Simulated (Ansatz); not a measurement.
Consider this model of amorphous Si₂₀P₂O₄₅.

```xyz
67
Lattice="9.7938 0.0000 0.0000 0.0000 9.7938 0.0000 0.0000 0.0000 9.7938" Properties=species:S:1:pos:R:3 pbc="T T T"
Si     5.3647     7.9523     1.9741
Si     6.4416     6.2494     4.4047
Si     0.2867     0.5858     0.6373
Si     1.5974     8.5523     8.6251
Si     7.6096     5.2257     9.2404
Si     2.8115     6.9413     2.8640
Si     5.6429     1.1172     2.4959
Si     6.6097     8.5191     6.6057
Si     5.0885     3.8842     9.0941
Si     9.0364     4.2771     4.2221
Si     3.8533     4.9769     4.7391
Si     5.6310     1.6149     5.6685
Si     0.1198     2.0449     6.4258
Si     7.4378     3.0323     7.5393
Si     3.4359     4.1927     1.9097
Si     9.2702     7.5371     0.6829
Si     9.5842     8.7550     6.1895
Si     0.0921     6.9584     3.5500
Si     8.1305     2.8735     1.5387
Si     3.1018     2.9602     6.8390
P      2.5762     1.5689     2.4603
P      4.4086     7.5558     8.7728
O      8.2309     6.7110     9.5049
O      3.8326     8.1190     2.4539
O      6.5387     7.6334     5.2497
O      3.1483     6.3842     4.3484
O      1.0084     0.2546     8.9985
O      3.7651     3.5010     8.2303
O      1.5885     0.6215     1.6731
O      9.2345     1.9524     0.7577
O      7.9875     4.2603     0.7080
O      5.3544     5.3465     5.2148
O      8.7368     2.0430     7.5890
O      6.7118     2.0732     1.7224
O      9.0254     9.1501     0.9074
O      8.0776     4.5389     7.8157
O      2.8104     5.6959     1.7791
O      2.9684     4.2458     5.8536
O      8.1867     8.5419     7.0567
O      8.9791     6.9074     2.1761
O      6.6588     2.8229     6.1064
O      6.1209     9.3639     2.2328
O      6.0405     6.7140     2.8452
O      3.7164     6.2796     8.5200
O      8.7233     3.2685     2.9942
O      3.2709     8.7060     8.7524
O      4.1306     1.8611     6.2196
O      6.1635     0.2358     6.3129
O      4.0634     4.0538     3.4032
O      6.2666     2.7588     8.6847
O      4.5936     3.8553     0.8476
O      1.6081     2.3396     7.0386
O      0.4229     5.3915     3.9438
O      5.5340     7.9724     7.7364
O      2.4046     1.5004     3.9166
O      5.2384     7.7207     0.3362
O      7.7657     5.3081     4.4322
O      0.0223     0.5336     5.7819
O      1.0600     8.2345     7.1090
O      1.4107     7.7072     2.9728
O      4.0685     1.2352     1.9343
O      9.5079     3.2854     5.4224
O      2.2843     3.0012     1.7879
O      5.9858     5.2726     9.0538
O      0.9590     7.4842     9.7201
O      9.4154     7.8481     4.8312
O      5.6754     1.4870     4.0601
```

Computed with PBE, scalar-relativistic without spin-orbit coupling (plane waves to 420 eV, PAW; Ansatz, an electronic-structure program).

Preparation: random packing, a CHGNet melt and quench, and a DFT relaxation. O atoms were pushed apart under 1.9 Å during the dynamics, to hinder bonds among them. The hot cell started wider than the set density and was brought back towards it in steps. It is the lowest in DFT energy of 2 quenches. It is a model cell: composition and starting density were chosen by hand, and all elements were melted together. No dispersion term was used. Its density started from a set value of 2.38 and ended at 2.37 g/cm³. The quench (nominally 280 K/ps over its main leg) was far faster than any real one, so the model tends to hold more defects than a real film. Values belong to this one cell and scatter from quench to quench. The volume was held where the preparation left it, at a PBE pressure of -0.4 GPa (tension). Stress components on the final sampling reach 0.7 GPa.

Cut-offs for bonds: Si-Si 2.60 Å, Si-P 2.55 Å, Si-O 1.90 Å, P-P 2.50 Å, P-O 2.08 Å, O-O 1.58 Å. Two cations that share two anions don't count as bonded, nor two that share one unless they lie closer than Si-Si 2.38 Å, Si-P 2.33 Å, P-P 2.29 Å.

**Question.** Give the coordination numbers, mean bond lengths and angles.

**Answer.** 
```yaml
Mean coordination of Si by anions: 4.00 (20 with 4)
Mean coordination of P by anions: 4.00 (2 with 4)
Mean coordination of O: 1.96 (2 with 1, 43 with 2)
Mean Si-O bond: 1.637 Å (spread 0.019 Å, 80 counted)
Mean P-O bond: 1.569 Å (spread 0.058 Å, 8 counted)
Bond angle at Si: mean 109.5°, spread 5.0°
Bond angle at P: mean 109.3°, spread 6.1°
Bond angle at O: mean 140.2°, spread 15.9°
```

**Question.** Which atoms depart from the most common coordination of their element?

**Answer.** O44 has 1 (P22 1.47 Å); O55 has 1 (P21 1.47 Å).

**Question.** List the pairs of like atoms that count as bonded by the rules above.

**Answer.** There are none by these rules.
